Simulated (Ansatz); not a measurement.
**Ga2O3 under a change: Ga → Zn**

The parent structure is Ga₂O₃ (space group C2/m, No. 12; a = 12.255 Å, b = 3.039 Å, c = 5.808 Å, α = γ = 90.00°, β = 103.81°).

Now apply this change: Zn takes the place of Ga on all its sites; the structure is relaxed again.

Level of theory: plane-wave PAW DFT at the r2SCAN level (Ansatz, an electronic-structure program, 500 eV), no SOC, earlier PAW set. k-mesh 14×14×7 (Γ-centred); smearing 0.05 eV (Fermi–Dirac), for the changed cell.

| quantity | base | changed | shift |
|---|---|---|---|
| volume per atom | 10.50 Å³ | 10.91 Å³ | +0.41 Å³ |
| density | 5.93 g/cm³ | 5.44 g/cm³ | -0.49 g/cm³ |
| space group | C2/m (No. 12) | C2/m (No. 12) | – |
| shortest interatomic distance | 1.833 Å | 1.869 Å | +0.036 Å |
| band gap | 3.03 eV | zero | – |

Cost of the whole job for the changed cell (relaxation, final SCF and bands): very roughly 60 core-minutes.

A trial with spin polarisation found a lower state for one case, which could not be relaxed; the values given are those without spin. No phonon test of stability was made. As relaxed here, Zn2O3 is a hypothetical phase, not in the database extracts checked. All final runs are without spin polarisation. Zn2O3 has a high density of states at the Fermi level and may be magnetic at this level.
